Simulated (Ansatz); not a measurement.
Band structure of TiB2 (P6/mmm, 3 atoms in the cell).

```
TiB2
1.0
    3.02593     0.00000     0.00000
   -1.51296     2.62053     0.00000
    0.00000     0.00000     3.22877
Ti B
1 2
Direct
  0.00000   0.00000   0.00000
  0.33333   0.66667   0.50000
  0.66667   0.33333   0.50000
```

Method of the run: PBE (plane waves, PAW; Ansatz, a program for electronic structure).

Settings: basis.ecutwfc = 420 eV; kpoints.mp_grid.grid = 8 8 7; hamiltonian.xc = pbe; hamiltonian.pseudopotentials = {kind: paw} (the program's default PAW files); scf.occupations.method = gaussian; scf.occupations.width = 0.136 eV; kpoints.band_path.npoints = 8.

The starting cell comes from a database of computed structures (which also holds hypothetical and non-ambient phases and stackings), without a prior relaxation at this level. Spin polarisation is off.

Levels in eV from the Fermi level, bands 6 to 12:
| point | 6 | 7 | 8 | 9 | 10 | 11 | 12 |
|---|---|---|---|---|---|---|---|
| Γ | -2.67 | -2.67 | -2.41 | -2.19 | 1.84 | 1.84 | 3.59 |
| M | -9.31 | -3.34 | -3.31 | -2.33 | 1.28 | 2.70 | 3.17 |
| K | -8.39 | -7.42 | -1.94 | -1.94 | 1.31 | 1.31 | 1.94 |
| A | -7.68 | -0.62 | -0.62 | -0.23 | -0.23 | 0.38 | 0.38 |
| L | -7.63 | -4.71 | -3.89 | -3.21 | 2.42 | 2.88 | 4.41 |
| H | -8.64 | -5.80 | -3.23 | -3.23 | 2.45 | 4.18 | 4.18 |

Bands cross the Fermi level along this path, so the cell is metallic at this level.

Keys are those of Ansatz 0.2.
